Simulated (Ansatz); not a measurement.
TiAl: uniaxial strain ε_zz = +2.00 %

Base system: TiAl (space group P4/mmm, No. 123; a = 2.7963 Å, c = 4.0381 Å; relaxed with 0.1 eV smearing). Axes: x, y, z lie along a, b, c of the conventional cell.

The change: uniaxial strain ε_zz = +2.00 %, all other strain components held at zero, atoms relaxed at fixed cell.

Method: PBEsol (Ansatz, a quantum-chemistry and plane-wave program; PAW; 420 eV plane waves; scalar-relativistic without spin-orbit coupling). Γ-centred 21×21×14 mesh, Fermi–Dirac width 0.1 eV.

| quantity | base | changed | shift |
|---|---|---|---|
| volume per atom | 15.79 Å³ | 16.10 Å³ | +0.316 Å³ |
| shortest interatomic distance | 2.796 Å | 2.796 Å | 0.000 Å |
| energy relative to the base (free energy F) | 0 meV/atom | +3.4 meV/atom | +3.4 meV/atom |
| band gap | zero | zero | – |
| stress (xx, yy, zz, yz, xz, xy; compression positive) | – | (-1.7, -1.7, -3.4, 0.0, 0.0, 0.0) GPa | – |

Stability against distortions was not tested. The final runs are not spin-polarised.
